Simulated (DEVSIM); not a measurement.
System: Si p-i-n diode, at 300 K.

Layer 1 from the left is Si, thickness (μm) 0.290, Na (cm⁻³) 1.3e19, τn (s) 4.9e-7, τp (s) 4.9e-7. Layer 2 from the left is Si, thickness (μm) 1.40, Nd (cm⁻³) 1.8e13, τn (s) 4.9e-7, τp (s) 4.9e-7. Layer 3 from the left is Si, thickness (μm) 3.00, Nd (cm⁻³) 1.2e17, τn (s) 4.9e-7, τp (s) 4.9e-7.

Left contact: ohmic. Right contact: ohmic. Voltage is applied to the left contact. Recombination: SRH at mid-gap. Mobility is constant in doping.

This is a model device: material constants are rounded textbook-type values typed into the input, and sizes, dopings and lifetimes were drawn at random. Values at 300 K.

Si: gap (eV) 1.124, affinity (eV) 4.05, permittivity 11.7, Nc (cm⁻³) 2.86e19, Nv (cm⁻³) 3.1e19, μn (cm²/Vs) 1417, μp (cm²/Vs) 470.

DEVSIM, 1D drift-diffusion, Boltzmann statistics, complete ionisation; no tunnelling, impact ionisation, image-force lowering or self-heating.

### Question
What does the simulation give for the dark forward voltage at 100 A/cm², the dark forward voltage at 1 A/cm²?

### Answer
dark forward voltage at 100 A/cm² 0.783 V; dark forward voltage at 1 A/cm² 0.658 V.
